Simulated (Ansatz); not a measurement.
Defect: interstitial O in monoclinic ZrO2 with all lengths changed by -1 %, charge state -2. Method: PBE, PAW (plane waves to 420 eV; Ansatz, an electronic-structure program).

96-site cell at the strained lattice (strain from the relaxed PBE one, atoms relaxed), the Γ point alone, smearing 0.01 eV, spin-restricted, no finite-size correction. Energies are static. The charge state is imposed; whether it is stable for some Fermi level was not computed. Sites that were not tried may lie lower.

Barriers: single points on a 2×2×2 k-point mesh shifted by half a step at the bands' geometries.

A. several atoms move together, O the farthest; the atom moves 1.53 Å along (-0.13, -0.26, -0.08) of the unit cell; the moving atom starts with neighbours O at 2.38, O at 2.43, O at 2.55, O at 2.59, O at 2.62; Zr at 2.08, Zr at 2.12, Zr at 2.21 Å and ends with O at 2.38, O at 2.38, O at 2.55, O at 2.61, O at 2.65, O at 2.68; Zr at 2.09, 2 Zr at 2.18, Zr at 2.63 Å; saddle order not checked.
B. several atoms move together, O the farthest; the atom moves 1.08 Å along (0.09, 0.13, 0.15) of the unit cell; the moving atom starts with neighbours O at 2.38, O at 2.38, O at 2.55, O at 2.61, O at 2.65, O at 2.68; Zr at 2.09, 2 Zr at 2.18, Zr at 2.63 Å and ends with O at 2.38, O at 2.43, O at 2.55, O at 2.59, O at 2.62; Zr at 2.08, Zr at 2.12, Zr at 2.21 Å; saddle order not checked.

Put the candidates in order of forward barrier, lowest first, for PBE, PAW.

B (0.18 eV), A (0.57 eV)
